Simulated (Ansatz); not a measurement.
What x(Au) = 0.667, 3 atoms, Immm does to Cu

Take Cu in the fcc (Cu type) structure (space group Fm-3m, No. 225; a = 3.5768 Å) as the base.

The other end (x = 1) is Au in the fcc (Cu type) structure (space group Fm-3m, No. 225): 17.54 Å³/atom, gap zero.

One thing is altered: Au replaces 66.7 % of the Cu, ordered in a cell of 3 atoms (starting symmetry Immm) and fully relaxed.

Level of theory: Ansatz (a first-principles code), r2SCAN, PAW, cutoff 500 eV, no spin-orbit coupling. Γ-centred 23×23×23 mesh, Fermi–Dirac width 0.05 eV, for the changed cell.

```json
[
 {"quantity": "density", "base": "9.22 g/cm³", "changed": "16.27 g/cm³", "shift": "+7.05 g/cm³"},
 {"quantity": "shortest interatomic distance", "base": "2.529 Å", "changed": "2.680 Å", "shift": "+0.151 Å"},
 {"quantity": "band gap", "base": "zero", "changed": "zero", "shift": "–"},
 {"quantity": "mixing energy (to 0.01 eV only: unlike meshes or grids)", "base": "–", "changed": "-0.05 eV/atom", "shift": "–"},
 {"quantity": "deviation of the volume from the linear (Vegard-type) interpolation", "base": "–", "changed": "+0.4 %", "shift": "–"}
]
```

Cost of the whole job for the changed cell (relaxation, final SCF and bands): roughly 90 core-minutes.

These are small ordered cells, not random alloys; other orderings at the same x differ. No phonon test of stability was made. The final runs are not spin-polarised. Under x(Au) = 0.667, 3 atoms, Immm the cell changed shape so far that it is another structure.
